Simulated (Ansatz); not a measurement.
**Response to strain in Pt**

Start from Pt in the fcc (Cu type) structure (space group Fm-3m, No. 225; a = 3.942 Å; relaxed with 0.1 eV smearing). Axes: x, y, z lie along the cube axes.

Strains are applied to the cell and any free atomic positions relax; under biaxial strain the out-of-plane vector relaxes too.

Calculations: DFT with r2SCAN, PAW potentials and a 500 eV plane-wave cutoff in Ansatz (a program for electronic structure), without spin-orbit coupling, earlier PAW set.

Candidates:
(a) uniaxial strain ε_yy = +0.45 %
(b) biaxial strain −4.03 %, plane normal [001], relaxed out of plane
(c) biaxial strain −2.33 %, plane normal [001], relaxed out of plane
(d) biaxial strain +1.15 %, plane normal [111], relaxed out of plane

Notes on the quantities. energy relative to the base: free energy F.

### Question
Order them by energy relative to the base, highest first.

### Answer
(b) biaxial strain −4.03 %, plane normal [001], relaxed out of plane (+47 meV/atom), (c) biaxial strain −2.33 %, plane normal [001], relaxed out of plane (+14 meV/atom), (d) biaxial strain +1.15 %, plane normal [111], relaxed out of plane (+3.8 meV/atom), (a) uniaxial strain ε_yy = +0.45 % (+0.3 meV/atom)

No phonon test of stability was made. The final runs are not spin-polarised.
